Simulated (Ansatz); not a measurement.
Data:

```
Nb
1.0
   -1.60985     1.60985     1.60985
    1.60985    -1.60985     1.60985
    1.60985     1.60985    -1.60985
Nb
1
Cartesian
  0.00000   0.00000   0.00000
```

These are PBEsol, rigid bands (plane waves, PAW, scalar-relativistic; Ansatz, a quantum-chemistry and plane-wave program) values and carry that method's errors. Condition of this run: hydrostatic pressure 10 GPa (the target of the relaxation). How the cell was made: cell and atoms relaxed with PBEsol, then loaded as said.

Task: For narrow interconnects the product ρ₀λ of bulk resistivity and mean free path ranks metals, the lower the better. What is it here?

Result: 3.7 ×10⁻¹⁶ Ω·m².

Task: And the Drude plasma energy and the root-mean-square Fermi velocity at 300 K?

Result: 9.9 eV; 6.8e5 m/s.

A metal at this level (no band gap); rigid bands, thermally averaged at 300 K, both spins. Spin-orbit coupling is left out. τ is one relaxation time for all states; the product of resistivity and mean free path takes one path for all states instead.
